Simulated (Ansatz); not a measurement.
# A computed series for Ga2O3: pressure series

The reference is Ga2O3 in the corundum structure (space group R-3c, No. 167).

```yaml
crystal:
  lattice:
    - [2.49230, 1.43893, 4.48055]
    - [-2.49230, 1.43893, 4.48055]
    - [0.00000, -2.87786, 4.48055]
  atoms:
    - { symbol: Ga, position: [0.35540, 0.35540, 0.35540] }
    - { symbol: Ga, position: [0.14460, 0.14460, 0.14460] }
    - { symbol: Ga, position: [0.64460, 0.64460, 0.64460] }
    - { symbol: Ga, position: [0.85540, 0.85540, 0.85540] }
    - { symbol: O, position: [0.55362, 0.94638, 0.25000] }
    - { symbol: O, position: [0.25000, 0.55362, 0.94638] }
    - { symbol: O, position: [0.94638, 0.25000, 0.55362] }
    - { symbol: O, position: [0.44638, 0.05362, 0.75000] }
    - { symbol: O, position: [0.75000, 0.44638, 0.05362] }
    - { symbol: O, position: [0.05362, 0.75000, 0.44638] }
```

Cell and atoms are relaxed at each pressure.

Method: r2SCAN (Ansatz, a first-principles code; PAW; 500 eV plane waves; no spin-orbit coupling).

For the base:

| Quantity | Value |
|---|---|
| Band gap | 3.55 eV |

The aim is a band gap between 5.58 eV and 6.23 eV. Which of these changes reaches it?
(A) pressure 75 GPa
(B) pressure 3 GPa
(C) pressure 15 GPa

A, pressure 75 GPa. It gives 5.91 eV; pressure 3 GPa gives 3.69 eV; pressure 15 GPa gives 4.20 eV. Changes not listed may reach it too

Load acts through the strain it causes; cell and atoms are relaxed under it. Whether these cells are dynamically stable was not tested. Competing high-pressure phases were not computed.
